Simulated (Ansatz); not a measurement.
Take ZnCu₂SnS₄ (space group I-4, No. 82; a = 5.4683 Å, c = 10.9348 Å) as the base.

All numbers come from Ansatz (an electronic-structure program), PBE, PAW, cutoff 420 eV, scalar-relativistic without spin-orbit coupling.

Before the change:

| Item | Result |
|---|---|
| Band gap | zero |
| Pressure | 0.0 GPa |

One thing is altered: the cell is scaled by 0.9874 in all directions, atoms relaxed at fixed cell.

Task: Predict the new band gap, valence-band top at Γ and pressure.

Result: The band gap becomes 0.15 eV (base: zero); the valence-band top at Γ (three highest levels, from the VBM) amounts to 0.00, -0.06, -0.06 eV; the pressure (mean of the normal stresses, compression positive) goes from zero to 2.8 GPa.

The cells carry an imposed strain or load. Whether these cells are dynamically stable was not tested. All final runs are without spin polarisation. Gaps under 0.05 eV, about the width of the smearing, are given as zero. The zero or small gap of ZnCu2SnS4 can change with the level of theory.
